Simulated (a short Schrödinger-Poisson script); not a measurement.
## Gated Al0.33Ga0.67As/GaAs modulation-doped gas

Stack: gated Al0.33Ga0.67As/GaAs modulation-doped gas, at 300 K.

```
layer        material  thickness (nm)  Nd (cm⁻³)  Na (cm⁻³)
-----  --------------  --------------  ---------  ---------
1      Al0.33Ga0.67As              20          -          -
2      Al0.33Ga0.67As              30     6.1e17          -
3      Al0.33Ga0.67As               3          -          -
4                GaAs            6000          -       8e15
```

Constants are typed, rounded textbook-type inputs, not results; the design itself was drawn at random and stands for no fabricated device. Al0.33Ga0.67As: permittivity 11.96, conduction-band edge (eV) 0.261, gap (eV) 1.836, electron mass (mₑ) 0.0944, Nv at 300 K (cm⁻³) 9e18. GaAs: permittivity 12.9, conduction-band edge (eV) 0, gap (eV) 1.424, Nv at 300 K (cm⁻³) 9e18.

Channel valleys (confinement mass, in-plane density-of-states mass, number): Γ 0.067, 0.067, 1. At the gate the conduction-band edge of layer 1 lies 1.01 eV − eVg above the Fermi level of the channel; the field vanishes at the back. Donor level 0.006 eV below the band edge. The barrier under the gate holds no holes. Gaps are held at their typed values at every temperature. Mesh 0.08 nm at interfaces.

From a short Schrödinger-Poisson script (our own, NumPy): 1D Poisson equation in equilibrium, electrons quantum, Hartree (BenDaniel-Duke, 40 states a valley, the channel's in-plane mass for all, wave functions free to enter the barrier), parabolic valleys, classical holes, donors ionised by Fermi statistics, acceptors fully, no traps, pinning or gate leakage.

| Vg (V) | electrons (cm⁻²) | in the channel layer | C (μF/cm²) | Γ E0 (meV) | Γ E1 (meV) |
|---|---|---|---|---|---|
| 0.5 | 4.24e11 | 3.94e11 | 0.224 | 14.3 | 64.9 |
| 0.3 | 2.35e11 | 2.28e11 | 0.170 | 31.4 | 78.9 |
| 0.1 | 5.55e10 | 5.44e10 | 0.123 | 71.7 | 115.3 |
| -0.1 | 3.30e8 | 3.24e8 | 0.0248 | 205.5 | 246.4 |

Gate voltages with under 1e6 electrons/cm² are left out.

Subbands count from the Fermi level.
